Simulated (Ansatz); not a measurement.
Band structure of CsAu (Pm-3m, 2 atoms in the cell).

```
CsAu
1.0
    4.18306     0.00000     0.00000
    0.00000     4.18306     0.00000
    0.00000     0.00000     4.18306
Cs Au
1 1
Direct
  0.00000   0.00000   0.00000
  0.50000   0.50000   0.50000
```

Method: PBEsol, default PAW files made with PBE (plane waves; Ansatz, a quantum-chemistry and plane-wave program).

Settings: basis.ecutwfc = 30.9 Ry; kpoints.mp_grid.grid = 6 6 6; hamiltonian.xc = pbesol; hamiltonian.pseudopotentials = {kind: paw} (the program's default PAW files); scf.occupations.method = fermi_dirac; scf.occupations.width = 0.0037 Ry; kpoints.band_path.npoints = 8.

The starting cell comes from a database of computed structures (which also holds hypothetical and non-ambient phases and stackings), without a prior relaxation at this level. Its lattice was rescaled by a random factor within 2.5 % of one. Spin-orbit coupling is off.

Q: Predict the gap along the standard path and the places of the band edges.

A: The gap along the path is 0.81 eV, from R to X; the smallest direct gap on it is 1.37 eV.

Levels in eV from the top of the valence band on the path, bands 11 to 17:
```json
[
 {"point": "Γ", "11": "-2.69", "12": "-2.21", "13": "-2.21", "14": "-2.21", "15": "3.98", "16": "3.98", "17": "6.60"},
 {"point": "X", "11": "-2.18", "12": "-2.17", "13": "-2.17", "14": "-0.86", "15": "0.81", "16": "3.90", "17": "4.44"},
 {"point": "M", "11": "-2.40", "12": "-2.40", "13": "-1.96", "14": "-1.23", "15": "3.57", "16": "3.57", "17": "4.49"},
 {"point": "R", "11": "-2.16", "12": "-1.95", "13": "-1.95", "14": "0.00", "15": "1.37", "16": "1.37", "17": "1.37"}
]
```

Keys are those of Ansatz 0.2.
